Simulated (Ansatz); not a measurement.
The parent structure is SiC in the zinc blende structure (space group F-43m, No. 216; a = 4.356 Å).

Perturbation: a hydrostatic pressure of 9 GPa.

Levels (all Ansatz, a quantum-chemistry and plane-wave program, PAW): r2SCAN (500 eV, spin-orbit coupling left out); HSE06+SOC (420 eV, noncollinear with spin-orbit coupling).

The geometry is relaxed with r2SCAN.

| Property | Result |
|---|---|
| r2SCAN lowest conduction level above the VBM at special points | X 1.69 eV; K 3.58 eV; U 3.58 eV; Γ 7.28 eV |
| r2SCAN valence-band top at Γ | 0.00, 0.00, 0.00 eV |

What does HSE06+SOC give at this geometry for the lowest conduction level above the VBM at special points and valence-band top at Γ?

The lowest conduction level above the VBM at special points becomes X 2.20 eV; K 4.13 eV; U 4.13 eV; Γ 7.98 eV (r2SCAN: X 1.69 eV; K 3.58 eV; U 3.58 eV; Γ 7.28 eV); the valence-band top at Γ (three highest Kramers pairs, from the VBM) becomes 0.00, 0.00, -0.02 eV (r2SCAN: 0.00, 0.00, 0.00 eV). The threefold valence maximum splits by Δso ≈ 16 meV.

Single points use the geometry relaxed with r2SCAN. Their cutoffs differ, which shifts pressures a little. HSE06 gaps are upper bounds (no full band path). The spin-orbit shifts are approximate. The levels and masses belong to the bands next to the band gap. Load acts through the strain it causes; cell and atoms are relaxed under it. Whether these cells are dynamically stable was not tested. No other phases were tried under pressure.
